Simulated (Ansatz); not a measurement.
## MgTe, response to strain

Base system: MgTe in the zinc blende structure (space group F-43m, No. 216).

```
MgTe
1.0
    0.00000     3.18405     3.18405
    3.18405     0.00000     3.18405
    3.18405     3.18405     0.00000
Mg Te
1 1
Direct
  0.00000   0.00000   0.00000
  0.25000   0.25000   0.25000
```

Cartesian axes are those of the cell as printed.

Strains are applied to the cell and any free atomic positions relax; under biaxial strain the out-of-plane vector relaxes too.

Level of theory: DFT with LDA, PAW potentials and a 420 eV plane-wave cutoff in Ansatz (a first-principles code), no SOC.

Notes on the quantities. energy relative to the base: free energy F.

| biaxial strain, plane normal [001], relaxed out of plane (%) | energy relative to the base (meV/atom) |
|---|---|
| 0 | 0.0 |
| 0.5 | 0.2 |
| 1 | 0.7 |
| 1.5 | 1.5 |
| 2 | ? |
| 2.5 | 4.0 |
| 3 | 5.7 |

Fit ΔE = Aε² + Bε³ (ε in %) to the rows shown and predict the withheld row.

Least squares on the printed values gives A = 0.700 and B = -0.023 meV/atom (largest residual 0.0 meV/atom); this predicts 2.6 meV/atom, and the run gives 2.6 meV/atom, in agreement.

Stability against distortions was not tested.
